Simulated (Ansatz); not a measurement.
Consider AlN in the wurtzite structure (space group P6_3mc, No. 186; a = 3.089 Å, c = 4.943 Å).

Level of theory: LDA in Ansatz (plane waves to 420 eV, PAW, scalar-relativistic without spin-orbit coupling).

For the base:

- Band gap: 4.42 eV
- Gap character: direct at Γ
- Volume per atom: 10.21 Å³
- Valence-band top at Γ: 0.00, -0.23, -0.23 eV

It is then changed as follows: a hydrostatic pressure of 4.5 GPa.

### Question
What does the calculation give for the band gap after the change?

### Answer
The band gap increases by 0.175 eV to 4.59 eV.

### Question
What happens to the gap character?

### Answer
The gap character remains direct at Γ.

### Question
What does the calculation give for the volume per atom after the change?

### Answer
The volume per atom decreases by 0.21 Å³ to 10.00 Å³.

### Question
What does the calculation give for the valence-band top at Γ after the change?

### Answer
The valence-band top at Γ (three highest levels, from the VBM) changes from 0.00, -0.23, -0.23 eV to 0.00, -0.25, -0.25 eV.

Load acts through the strain it causes; cell and atoms are relaxed under it. Stability against distortions was not tested. Tetrahedral semiconductors of this kind turn to denser phases somewhere between about 1 and 50 GPa; those were not computed, so compressed cells here can lie past the real transition.

Ansatz is a first-principles code.
